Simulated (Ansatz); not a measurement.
**Effect of biaxial strain +3.00 %, plane normal [001], relaxed out of plane on Mo**

The parent structure is Mo in the bcc (W type) structure (space group Im-3m, No. 229; a = 3.130 Å; relaxed with 0.1 eV smearing). Axes: x, y, z lie along the cube axes.

One thing is altered: tensile biaxial strain of 3.00 % in the plane normal to [001], as in epitaxy on a mismatched substrate; the out-of-plane cell vector and the atoms relax.

All numbers come from PBEsol, PAW, 420 eV (Ansatz, a first-principles code; scalar-relativistic without spin-orbit coupling). Γ-centred 29×29×29 mesh, Fermi–Dirac width 0.1 eV.

- Volume per atom: 15.94 Å³ (base 15.33 Å³)
- Space group: I4/mmm (No. 139) (base Im-3m (No. 229))
- Shortest interatomic distance: 2.748 Å (base 2.711 Å)
- Energy relative to the base (free energy F): +44 meV/atom
- Pressure (mean of the normal stresses, compression positive): -9.7 GPa (base 0.0 GPa)
- Band gap: zero (base zero)
- Out-of-plane strain: -1.99 %
- Ratio −ε⊥/ε∥: 0.66
- Mean in-plane stress (compression positive): -14.6 GPa

Final structure (turned so that z lies along the plane normal):

```
Mo
1.0
    3.22386     0.00000     0.00000
    0.00000     3.22386     0.00000
    1.61193    -1.61193     1.53381
Mo
1
Direct
  0.00000   0.00000   0.00000
```

Cost of the whole job for the changed cell (relaxation, final SCF and bands): about 80 core-seconds (a rough figure).

Stability against distortions was not tested. All final runs are without spin polarisation.
